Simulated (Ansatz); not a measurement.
# MgO (model structure, started from the BeO type, P4₂/mnm, No. 136, 8 atoms in the cell): lattice parameter a by level of theory

No measured value is used here.

```csv
level (code),value (Å)
LDA (Ansatz),___
PBE (Ansatz),5.564
PBEsol (Ansatz),___
PBE-D3(BJ) (Ansatz),5.498
r²SCAN (Ansatz),5.499
r²SCAN+rVV10 (Ansatz),5.482
```

Task: Complete the blanks.

Result: 
- LDA (Ansatz, a program for electronic structure), value (Å): 5.437
- PBEsol (Ansatz), value (Å): 5.510

Cutoffs differ between the levels. Ansatz's density-functional and Hartree–Fock values are scalar-relativistic unless marked +SOC, with PAW data made under PBE.

A model structure was made by putting elements into a prototype or built by hand; it is no filed structure, need not be a known phase, and can be a saddle point held by its symmetry.
